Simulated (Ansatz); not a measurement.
**SiC under a change: uniaxial strain ε_zz = −0.75 %**

The parent structure is SiC (space group P6_3mc, No. 186; a = 3.0781 Å, c = 10.0760 Å). Axes: x lies along a and z along c of the hexagonal cell.

One thing is altered: uniaxial strain ε_zz = −0.75 %, all other strain components held at zero; the atoms relax in the strained cell.

Level of theory: DFT with PBEsol, PAW potentials and a 420 eV plane-wave cutoff in Ansatz (a program for electronic structure), no spin-orbit coupling. Settings: 12×12×4 k-points, 0.05 eV Fermi–Dirac smearing.

| quantity | base | changed | shift |
|---|---|---|---|
| volume per atom | 10.33 Å³ | 10.26 Å³ | -0.078 Å³ |
| energy relative to the base (free energy F) | 0 meV/atom | +1.0 meV/atom | +1.0 meV/atom |
| pressure (mean of the normal stresses, compression positive) | -0.01 GPa | 1.68 GPa | +1.69 GPa |
| band gap | 2.12 eV | 2.14 eV | +0.02 eV |
| gap character | indirect, Γ → M | indirect, Γ → M | – |
| smallest direct gap | 3.24 eV | 3.27 eV | +0.03 eV |
| hole mass | – | 0.21 mₑ along z, 3.0 mₑ across (at Γ) | – |
| valence-band top at Γ (three highest levels, from the VBM) | 0.00, 0.00, -0.05 eV | 0.00, -0.02, -0.02 eV | – |
| stress (xx, yy, zz, yz, xz, xy; compression positive) | – | (0.45, 0.45, 4.15, 0.00, 0.00, 0.00) GPa | – |

Final structure:

```xyz
8
Lattice="3.0781 0.0000 0.0000 -1.5390 2.6657 0.0000 0.0000 0.0000 10.0005" Properties=species:S:1:pos:R:3 pbc="T T T"
Si     0.0000     0.0000     5.0056
Si     0.0000     0.0000     0.0054
Si     0.0000     1.7771     2.5046
Si     1.5390     0.8886     7.5048
C      0.0000     0.0000     3.1267
C      0.0000     0.0000     8.1269
C      0.0000     1.7771     0.6200
C      1.5390     0.8886     5.6202
```

Masses are band curvatures over ±0.01 Å⁻¹ around the edge. Whether these cells are dynamically stable was not tested.
